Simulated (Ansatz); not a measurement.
We consider cubic perovskite CsSnI3 (cubic high-temperature phase), described by PBEsol+SOC in Ansatz (PAW).

Numerical settings: plane-wave cutoff 520 eV, 6×6×6 k mesh, Fermi–Dirac smearing 0.01 eV, PAW data made under PBE.

Pressure at four volumes; x = ln(V/46.193 Å³). One pressure is withheld.

```json
[
 {"V (Å³/atom)": "43.421", "x": "-0.0619", "P (GPa)": "?"},
 {"V (Å³/atom)": "44.345", "x": "-0.0408", "P (GPa)": "0.811"},
 {"V (Å³/atom)": "46.193", "x": "0.0000", "P (GPa)": "0.000"},
 {"V (Å³/atom)": "48.964", "x": "0.0583", "P (GPa)": "-0.912"}
]
```

**Question.** Pass a parabola P(x) through the three rows shown, estimate the bulk modulus and its pressure derivative near zero pressure, and predict the withheld pressure.

**Answer.** Slopes between the rows: (0.000 − (0.811))/(0.0000 − (-0.0408)) = -19.88 and (-0.912 − (0.000))/(0.0583 − (0.0000)) = -15.64 GPa. Their difference over the span 0.0991 is c = 4.24/0.0991 = 42.8 GPa, so P(x) = 0.811 + (-19.88)(x − (-0.0408)) + 42.8 (x − (-0.0408))(x − (0.0000)). At the middle row B = −dP/dx = −[-19.88 + 42.8 × 0.0408] = 18.1 GPa, and B′ = dB/dP = 2c/B = 4.7. At x = -0.0619 the parabola gives 1.286 GPa; the run gives 1.292 GPa. The Birch–Murnaghan fit to the energies at all volumes has B0 = 18.0 GPa and B′ = 4.8.

Note: the relaxation could not lower the start's symmetry, so the cell can be a saddle point above a distorted one.

Ansatz is a first-principles code.
